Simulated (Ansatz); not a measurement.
Take BP in the zinc blende structure (space group F-43m, No. 216) as the base.

```yaml
crystal:
  lattice:
    - [0.00000, 2.26828, 2.26828]
    - [2.26828, 0.00000, 2.26828]
    - [2.26828, 2.26828, 0.00000]
  atoms:
    - { symbol: B, position: [0.00000, 0.00000, 0.00000] }
    - { symbol: P, position: [0.25000, 0.25000, 0.25000] }
```

Computed with Ansatz (a quantum-chemistry and plane-wave program), r2SCAN, PAW, cutoff 500 eV, no SOC.

One change was made to it. Results:

```json
[
 {"quantity": "lattice parameter a", "base": "4.537 Å", "after": "4.375 Å"},
 {"quantity": "band gap", "base": "1.41 eV", "after": "1.25 eV"},
 {"quantity": "smallest direct gap", "base": "3.60 eV", "after": "3.79 eV"}
]
```

Question: Which change produced these results?
A) pressure −1 GPa
B) pressure 22.5 GPa
C) pressure 2.1 GPa
D) pressure −2 GPa

Answer: B, pressure 22.5 GPa. For comparison, the band gap in the other runs: pressure −2 GPa gives 1.43 eV; pressure 2.1 GPa gives 1.39 eV; pressure −1 GPa gives 1.42 eV.

Load acts through the strain it causes; cell and atoms are relaxed under it. Stability against distortions was not tested. No other phases were tried under pressure.
